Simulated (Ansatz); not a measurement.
Start from CdTe in the zinc blende structure (space group F-43m, No. 216).

Space group F-43m (No. 216); a = 6.4892 Å, b = 6.4892 Å, c = 6.4892 Å, α = 90.00°, β = 90.00°, γ = 90.00°

| atom | site | symmetry | x | y | z |
|---|---|---|---|---|---|
| Te | 4c | -43m | 0.2500 | 0.2500 | 0.2500 |
| Cd | 4a | -43m | 0.0000 | 0.0000 | 0.0000 |
(The calculation used a cell of 2 atoms; values per cell refer to that cell.)

Calculations: Kohn–Sham DFT with the PBEsol functional, run in Ansatz (a first-principles code) with PAW and 420 eV plane waves, scalar-relativistic without spin-orbit coupling.

One change was made to it. Results:

| quantity | base | after |
|---|---|---|
| band gap | 0.65 eV | 0.48 eV |
| shortest interatomic distance | 2.810 Å | 2.634 Å |

What was done to the base?
(A) Te → Cr
(B) Te → Pt
(C) Te → Se

C, Te → Se. For comparison, the band gap in the other runs: Te → Cr gives zero; Te → Pt gives zero.

The magnetic state is the one reached from the starting moments; the real material's order can differ, and small cells can't hold many antiferromagnetic ones. Spin-orbit coupling, missing from the scalar runs, can matter with Pt and Te. Whether these cells are dynamically stable was not tested. As relaxed here, CrCd and CdPt are hypothetical phases, not in the database extracts checked. Spin-polarised in the final run: CrCd; the other runs are not.
